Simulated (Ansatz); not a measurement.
Functionals compared on a constructed model of the (100) surface of alpha tin, top plane replaced by As dimers, 2x1 (bottom of the slab: dihydride, held), in Ansatz (plane waves, PAW). The structure was relaxed with PBE; the other rows are single points on it. Cutoff 420 eV (500 eV for r2SCAN).

Slab: 20 atoms, 12.1 Å thick at the start with caps and adatoms (thin: gaps and levels are the slab's own); k 3x6x1, smearing 0.025 eV, dipole-corrected; 8 atoms held, the rest relaxed; start symmetry kept, larger cells not searched; no spin (no spin-polarised run to compare, though such a face may carry moments), no spin-orbit, no U. The slab shows no gap on its mesh. It is one candidate, not shown to be the stable structure of the face. These notes are the PBE run's.

| functional | work function of the top face (eV) | rough cost of the single point |
|---|---|---|
| PBE | 4.91 | – |
| r2SCAN | ___ | very roughly 110 core-seconds |

### Question
Some entries are withheld; supply them.

### Answer

- r2SCAN, work function of the top face (eV): 5.11

Ansatz is a program for electronic structure.
